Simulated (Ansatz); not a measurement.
PbSnS2 (Pmc2₁, No. 26, 8 atoms in the cell; start mp-1218951) was calculated with PBEsol (PAW; Ansatz, an electronic-structure program).

Settings: plane-wave cutoff 520 eV, 8×8×4 k mesh (along the axes of the cell as run), Fermi–Dirac smearing 0.01 eV, scalar-relativistic PAW data made under PBE.

Cell (relaxed at this level):

```
CELL_PARAMETERS angstrom
      4.06283     0.00000     0.00000
      0.00000     4.22512     0.00000
      0.00000     0.00000    11.34923
ATOMIC_POSITIONS crystal
  Sn 0.50000 0.36920 0.37499
  Sn 0.50000 0.63080 0.87499
  Pb 0.00000 0.14593 0.61433
  Pb 0.00000 0.85407 0.11433
  S  0.00000 0.22223 0.86006
  S  0.00000 0.77777 0.36006
  S  0.50000 0.30246 0.15063
  S  0.50000 0.69754 0.65063
```

Problem. Predict the band gap, smallest direct gap on the k points sampled and direct gap at Γ.

Solution. 
- band gap: 0.71 eV
- smallest direct gap on the k points sampled: 0.88 eV
- direct gap at Γ: 1.59 eV

Spin–orbit coupling is not included; with these elements it can move the gap by several tenths of an eV or more.

The computed numbers hold no vibrational or temperature effects.

Computing time: around 100 core-seconds (rough).

A start named mp-… is a Materials Project structure, which need not be a measured phase.
